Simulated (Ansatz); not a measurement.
The parent structure is WC (space group P-6m2, No. 187; relaxed with 0.1 eV smearing).

```xyz
2
Lattice="2.8843 0.0000 0.0000 -1.4422 2.4979 0.0000 0.0000 0.0000 2.8115" Properties=species:S:1:pos:R:3 pbc="T T T"
W      0.0000     0.0000     0.0000
C      0.0000     1.6653     1.4058
```

Method: LDA (Ansatz, an electronic-structure program; PAW; 420 eV plane waves; scalar-relativistic without spin-orbit coupling).

For the base:

```
Quantity    Value
--------  -------
Pressure  0.0 GPa
Band gap     zero
```

The change: the cell is scaled by 0.9900 in all directions, atoms relaxed at fixed cell.

Task: Predict the new pressure, energy relative to the base and band gap.

Result: The pressure (mean of the normal stresses, compression positive) goes from zero to 13.7 GPa; the energy increases by 12 meV/atom; the band gap remains zero.

The cells carry an imposed strain or load. Whether these cells are dynamically stable was not tested. All final runs are without spin polarisation.
